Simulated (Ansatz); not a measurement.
TiAl, pressure series

Base system: TiAl (space group P4/mmm, No. 123; a = 2.7973 Å, c = 4.0323 Å).

Cell and atoms are relaxed at each pressure.

The values are results of Ansatz (a first-principles code), PBEsol, PAW, cutoff 420 eV, without spin-orbit coupling, not measurements.

Two rows of this table had their results exchanged by mistake.

```json
[
 {"pressure": "pressure −2 GPa", "volume per atom (Å³)": "16.05", "shortest distance (Å)": "2.813", "band gap": "zero"},
 {"pressure": "pressure −1 GPa", "volume per atom (Å³)": "14.24", "shortest distance (Å)": "2.705", "band gap": "zero"},
 {"pressure": "pressure 0.9 GPa", "volume per atom (Å³)": "15.66", "shortest distance (Å)": "2.791", "band gap": "zero"},
 {"pressure": "pressure 2.1 GPa", "volume per atom (Å³)": "15.51", "shortest distance (Å)": "2.782", "band gap": "zero"},
 {"pressure": "pressure 4.5 GPa", "volume per atom (Å³)": "15.24", "shortest distance (Å)": "2.765", "band gap": "zero"},
 {"pressure": "pressure 9 GPa", "volume per atom (Å³)": "14.77", "shortest distance (Å)": "2.737", "band gap": "zero"},
 {"pressure": "pressure 15 GPa", "volume per atom (Å³)": "15.91", "shortest distance (Å)": "2.805", "band gap": "zero"},
 {"pressure": "pressure 22.5 GPa", "volume per atom (Å³)": "13.68", "shortest distance (Å)": "2.670", "band gap": "zero"},
 {"pressure": "pressure 30 GPa", "volume per atom (Å³)": "13.21", "shortest distance (Å)": "2.642", "band gap": "zero"}
]
```

Q: Which two?

A: The rows for pressure −1 GPa and pressure 15 GPa: the volume has to fall steadily with pressure, so 15.91 Å³ belongs to pressure −1 GPa and 14.24 Å³ to pressure 15 GPa.

Load acts through the strain it causes; cell and atoms are relaxed under it. No phonon test of stability was made. No other phases were tried under pressure. The final runs are not spin-polarised.
